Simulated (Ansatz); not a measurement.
# InCl (space group Cmcm, No. 63; a cell from a computed database, its experimental status unchecked)

InCl has the orthorhombic space group Cmcm (No. 63), Pearson symbol oS8. Conventional cell: a = 4.2506 Å, b = 11.8955 Å, c = 4.3611 Å, α = 90.00°, β = 90.00°, γ = 90.00°. In on 4c is coordinated by 1 Cl at 2.827 Å and 4 Cl at 3.096 Å (square pyramidal). Cl on 4c sees 1 In at 2.827 Å and 4 In at 3.096 Å (square pyramidal). (Neighbours: up to the widest gap in distance over summed covalent radii, below 1.35, at either atom; cation-cation and far metal-metal contacts left out.)
(The calculation used a cell of 4 atoms; values per cell refer to that cell.)

Calculations: PBEsol in Ansatz (plane waves to 420 eV, PAW, without spin-orbit coupling). k-mesh 8×8×8 (Γ-centred); smearing 0.05 eV (Fermi–Dirac).

| Property | Result |
|---|---|
| Volume per atom | 27.56 Å³ |
| Density | 4.53 g/cm³ |
| Band gap | 0.73 eV, indirect, Σ₀–Γ (10 % along) → T–Y (33 % along) |
| Electron mass | 0.34 mₑ along a, 0.36 mₑ along b, 0.13 mₑ along c |
| Total energy | -3293.878 eV/atom (σ→0; compares only within this code and set-up) |

Effective masses come from finite differences of ±0.01 Å⁻¹. Whether these cells are dynamically stable was not tested. The base started in Cmc2_1 and relaxed to Cmcm at this level.

Ansatz is an electronic-structure program.
